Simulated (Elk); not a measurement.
Input and output of a self-consistent single point for Sn (Im-3m, 1 atom in the cell) (Elk).

Method: Elk with LDA (PW92), all-electron FP-LAPW, Elk's shipped species files, APW+lo basis with extra local orbitals.

The change in words: lattice scaled by 0.98; ngridk: 12 12 12 → 22 22 22. Reference geometry:
```
CELL_PARAMETERS angstrom
     -1.88897     1.88897     1.88897
      1.88897    -1.88897     1.88897
      1.88897     1.88897    -1.88897
ATOMIC_POSITIONS crystal
  Sn 0.00000 0.00000 0.00000
```

Reference input (self-consistent single point, DFT, LDA (PW92), all-electron FP-LAPW, Elk's shipped species files, APW+lo basis with extra local orbitals): xctype = 3; rgkmax = 8; stype = 3; swidth = 0.00367493 Ha; ngridk = 12 12 12; gmaxvr = 14 1/bohr; nxlo = 2; lorbcnd = true; lmaxi = 2. This run's input differs from it in these lines:

```diff
@@ -28,3 +28,3 @@
 scale
-  6.182777751
+  6.059123243
 
@@ -42,3 +42,3 @@
 ngridk
-  12 12 12
+  22 22 22
```

The program printed (abridged):

```
│ Self-consistent loop started │
│ Loop number : 1 │
 total energy                :     -6176.86923362
│ Loop number : 2 │
 total energy                :     -6176.86999018
RMS change in Kohn-Sham potential (target) :   0.4000275282E-01 (  0.1000000000E-05)
Absolute change in total energy (target)   :   0.7565572450E-03 (  0.1000000000E-03)
│ Loop number : 3 │
 total energy                :     -6176.86073641
RMS change in Kohn-Sham potential (target) :   0.3988908924E-01 (  0.1000000000E-05)
Absolute change in total energy (target)   :   0.9064630723E-02 (  0.1000000000E-03)
│ Loop number : 4 │
   [... lines left out ...]
Absolute change in total energy (target)   :   0.1286618521E-02 (  0.1000000000E-03)
│ Loop number : 12 │
 total energy                :     -6173.77038700
RMS change in Kohn-Sham potential (target) :   0.6912433360E-07 (  0.1000000000E-05)
Absolute change in total energy (target)   :   0.3222329206E-03 (  0.1000000000E-03)
│ Loop number : 13 │
 total energy                :     -6173.77038735
RMS change in Kohn-Sham potential (target) :   0.1776838369E-07 (  0.1000000000E-05)
Absolute change in total energy (target)   :   0.8020000314E-04 (  0.1000000000E-03)
Convergence targets achieved

│ Loop number : 14 │

Energies :
 Fermi                       :     0.266163174683
 total energy                :     -6173.77038829

Density of states at Fermi energy :    14.61310619
 (states/Hartree/unit cell)

Estimated indirect band gap :   0.7101934565E-03
 from k-point    244 to k-point    220
Estimated direct band gap   :   0.7364113730E-02
 at k-point    322

Charges :
 core                        :    30.00000000
 valence                     :    20.00000000
 interstitial                :    1.880965321
 muffin-tins (core leakage)
  species :    1 (Sn)
   atom    1                 :    48.11903468     (  0.6808063786E-04)
 total in muffin-tins        :    48.11903468
 total calculated charge     :    49.99690697
 total charge                :    50.00000000
 error                       :   0.3093028426E-02

│ Self-consistent loop stopped │
```

The run converged in 14 iterations. The count includes the last loop, which Elk runs after its targets are met. Against the reference run the free energy goes down by 11.6 meV/atom.

The starting cell comes from a database of computed structures (which also holds hypothetical and non-ambient phases and stackings), without a prior relaxation at this level. Its lattice was rescaled by up to half a per cent. For this run, on top of that: lattice scaled by 0.98. Values depend on the basis (sphere radii, cutoffs, local orbitals), which need not be converged. The log's line on a gap gives a spacing of levels on this mesh, which the program prints for metals too.
